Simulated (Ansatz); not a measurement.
Data:

End structure of a constructed model of the (111) surface of fcc Pd, (√3x√3)R30° layer of Cl, one a cell, on the site that continues the host's stacking (bottom of the slab: a bare face, its two planes held):

```yaml
crystal:
  lattice:
    - [4.18292, 2.41501, 0.00000]
    - [-4.18292, 2.41501, 0.00000]
    - [0.00000, 0.00000, 29.50000]
  atoms:
    - { symbol: Pd, position: [0.00000, 0.66667, 0.27397] }
    - { symbol: Pd, position: [0.33333, 0.33333, 0.27397] }
    - { symbol: Pd, position: [0.66667, 0.00000, 0.27397] }
    - { symbol: Pd, position: [0.00000, 0.33333, 0.35115] }
    - { symbol: Pd, position: [0.33333, 0.00000, 0.35115] }
    - { symbol: Pd, position: [0.66667, 0.66667, 0.35115] }
    - { symbol: Pd, position: [0.00000, 0.00031, 0.42812] }
    - { symbol: Pd, position: [0.33364, 0.66667, 0.42812] }
    - { symbol: Pd, position: [0.66636, 0.33303, 0.42812] }
    - { symbol: Pd, position: [0.00000, 0.66667, 0.50534] }
    - { symbol: Pd, position: [0.33333, 0.33333, 0.50537] }
    - { symbol: Pd, position: [0.66667, 0.00000, 0.50537] }
    - { symbol: Pd, position: [0.00000, 0.33136, 0.58250] }
    - { symbol: Pd, position: [0.33530, 0.00197, 0.58250] }
    - { symbol: Pd, position: [0.66470, 0.66667, 0.58250] }
    - { symbol: Pd, position: [0.00000, 0.00676, 0.65949] }
    - { symbol: Pd, position: [0.34010, 0.66667, 0.65949] }
    - { symbol: Pd, position: [0.65990, 0.32657, 0.65949] }
    - { symbol: Cl, position: [0.00000, 0.66667, 0.72150] }
```

Model: 19-atom slab, 13.3 Å thick at the start, 9x9x1 mesh, Fermi-Dirac 0.1 eV, dipole correction, 6 atoms held, the rest relaxed; symmetry of the start imposed; no spin, no spin-orbit, no U. It is one candidate, not shown to be the stable structure of the face.

Task: Estimate the work function of the top face that PBE (Ansatz, a quantum-chemistry and plane-wave program) returns for this input.

Result: 5.56 eV
